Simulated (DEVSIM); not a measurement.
Device: Ru/SiO2/p-Si capacitor, at 300 K.

Layer 1 from the left is SiO2, thickness (nm) 1.10. Layer 2 from the left is Si, thickness (nm) 4300, Na (cm⁻³) 1.8e16.

Metal gate on the left, work function 4.7 eV. Fixed charge at the semiconductor interface 0 cm⁻² (in units of +e); no interface traps.

The device is made up for the run: typed textbook-type constants, with dimensions and the other settings drawn at random. Values at 300 K.

SiO2: gap (eV) 9, affinity (eV) 0.9, permittivity 3.9. Si: gap (eV) 1.124, affinity (eV) 4.05, permittivity 11.7, Nc (cm⁻³) 2.86e19, Nv (cm⁻³) 3.1e19.

Task: Estimate by hand the flat-band voltage, the threshold voltage, and compare with a numerical solution.

Result: 
- Flat-band voltage: C = 3.14 μF/cm², work-function difference -0.281 V; VFB = φms − qNf/C = -0.28 V; numerical -0.28 V.
- Threshold voltage: φF = 0.370 V, depletion charge √(4εqNφF) = 6.65e-8 C/cm²; VT = VFB + 2φF + Qd/C = 0.48 V; numerical 0.48 V.

Model (solved in DEVSIM): 1D Poisson equation in equilibrium, Boltzmann statistics, complete ionisation; no quantum confinement or tunnelling. Metal contacts follow the ideal Schottky-Mott rule: no Fermi-level pinning, no interface dipoles.
